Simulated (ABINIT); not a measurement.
**Pressure against volume in fluorite-structure HfO2 (space group 225) (ABINIT, PBEsol)**

```
HfO2
1.0
    0.00000     2.46625     2.46625
    2.46625     0.00000     2.46625
    2.46625     2.46625     0.00000
Hf O
1 2
Cartesian
  0.00000   0.00000   0.00000
  1.23313   1.23313   1.23313
  3.69938   3.69938   3.69938
```

Computed with PBEsol, norm-conserving pseudopotentials (PseudoDojo nc-sr-04 PBEsol standard) (plane waves; ABINIT). Settings: pseudos = [Hf.upf, O.upf]; ecut = 55 Ha; occopt = 3; tsmear = 0.00036749 Ha; ngkpt = 11 11 11; nshiftk = 1; shiftk = 0 0 0; potentials = PseudoDojo nc-sr-04 PBEsol standard; nband = 17; kptopt = 1; nstep = 50; tolvrs = 1e-11. The cell above is the first row's. The rows scale it uniformly. In all rows fractional positions and the k mesh are held.

| V (Å^3/atom) | P (GPa) |
|---|---|
| 10.000 | 16.25 |
| 10.218 | 9.35 |
| 10.435 | 3.16 |
| 10.653 | -2.40 |
| 10.870 | -7.38 |
| 11.087 | -11.86 |
| 11.305 | -15.88 |
| 11.522 | -19.48 |
| 11.740 | ? |

Fit P of the 8 rows that show it with a cubic. With u = V - 10.8, the rows have u = -0.8000, -0.5820, -0.3650, -0.1470, 0.0700, 0.2870, 0.5050, 0.7220. Least squares gives P = -5.840 - 22.4970·u + 5.6542·u² - 0.9218·u³. Residuals (row less fit): 0.002, 0.000, -0.010, 0.008, 0.007, -0.007, -0.002, 0.002; standard error 0.008 (degrees of freedom: 4). The fitted pressure is zero at V0 = 10.56, where dP/dV = -25.42, so B0 = -V0·dP/dV = 268 GPa.

What does the fit predict for P at V = 11.740, and how far is the calculated value from it?

u = 0.9400, so P = -5.840 - 22.4970 × 0.9400 + 5.6542 × 0.9400² - 0.9218 × 0.9400³ = -22.757 GPa. The calculation gives -22.72 GPa, 0.037 GPa above the prediction (0.1 % of the range of P in the table). The row lies outside the fitted rows, so this is an extrapolation. From the scatter of the fitted rows alone, a prediction at this place has a standard error of 0.022 GPa, so the miss is 1.7 times that.

Carrying the step between the two nearest rows on in a straight line would have given -23.10, off by 0.38; series whose last step already gives the withheld value aren't shown. The scan was laid around a cell of about the measured size, scaled by a guess for this functional. This is a high-temperature phase, held here by symmetry. The runs keep the symmetry of the cell, so they don't test it for distortions. Spin-orbit coupling is off. Cutoffs and mesh are single choices, not tested for convergence of this quantity. Series with a scatter that would blur these digits, or in which a gap closes, are not shown.
